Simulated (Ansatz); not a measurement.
Reference: NaAu$_{2}$ (Fd-3m), PBEsol, DFPT electron-phonon coupling, linearised Boltzmann equation (plane waves, PAW, scalar-relativistic; Ansatz, a first-principles code); geometry: relaxed with this functional, without spin-orbit coupling.

```
CELL_PARAMETERS angstrom
      0.00000     3.89895     3.89895
      3.89895     0.00000     3.89895
      3.89895     3.89895     0.00000
ATOMIC_POSITIONS crystal
  Na 0.75000 0.75000 0.75000
  Na 0.50000 0.50000 0.50000
  Au 0.12500 0.62500 0.12500
  Au 0.12500 0.12500 0.12500
  Au 0.62500 0.12500 0.12500
  Au 0.12500 0.12500 0.62500
```

The resistivity at 300 K is 8.7 μΩ·cm and the electron-phonon coupling λ is 0.23. The logarithmic mean phonon energy comes out as 8.2 meV.

Problem. Replace Au by Pt on the same sites and relax. What happens?

Solution. NaPt2 (Fd-3m): volume per atom 19.8 to 17.4 Å³; resistivity at 300 K rises (8.7 μΩ·cm to 12.7 μΩ·cm); electron-phonon coupling λ stays about the same (0.23 to 0.26); logarithmic mean phonon energy rises (8.2 meV to 12.3 meV).

Moves up to 14 % count as about the same. Metals; harmonic phonons alone scatter; means over directions. Halving the electron mesh moves these values by up to 10 %; q meshes are mostly untested. Some of the runs warned that the eigensolver left states short of its tolerance. Spin-orbit coupling is left out.

Formula and space group known from diffraction (Crystallography Open Database), not checked to be the room-temperature form: NaAu2 (Fd-3m), NaPt2 (Fd-3m). The missing spin-orbit coupling matters most for NaAu2 (Fd-3m), NaPt2 (Fd-3m).
